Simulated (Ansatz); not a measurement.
Base system: Rh in the fcc (Cu type) structure (space group Fm-3m, No. 225; a = 3.782 Å; relaxed with 0.1 eV smearing). Axes: x, y, z lie along the cube axes.

Method: PBEsol in Ansatz (plane waves to 420 eV, PAW, no spin-orbit coupling).

Strains are applied to the cell and any free atomic positions relax; under biaxial strain the out-of-plane vector relaxes too.

One change was made to it. Results:

The pressure (mean of the normal stresses, compression positive) goes from zero to 12.5 GPa; the volume per atom decreases by 0.49 Å³ to 13.03 Å³; the energy grows by 37 meV/atom.

Which change produced these results?
(A) biaxial strain +0.42 %, plane normal [111], relaxed out of plane
(B) biaxial strain +2.50 %, plane normal [111], relaxed out of plane
(C) biaxial strain −0.83 %, plane normal [111], relaxed out of plane
(D) biaxial strain −2.50 %, plane normal [111], relaxed out of plane
(E) biaxial strain −1.25 %, plane normal [111], relaxed out of plane

D, biaxial strain −2.50 %, plane normal [111], relaxed out of plane. For comparison, the energy relative to the base in the other runs: biaxial strain −1.25 %, plane normal [111], relaxed out of plane gives +8.9 meV/atom; biaxial strain +2.50 %, plane normal [111], relaxed out of plane gives +31 meV/atom; biaxial strain +0.42 %, plane normal [111], relaxed out of plane gives +0.9 meV/atom; biaxial strain −0.83 %, plane normal [111], relaxed out of plane gives +3.9 meV/atom.

Stability against distortions was not tested. The final runs are not spin-polarised. Rh lies near a magnetic instability that expansion can trigger; it was not tested.

Ansatz is an electronic-structure program.
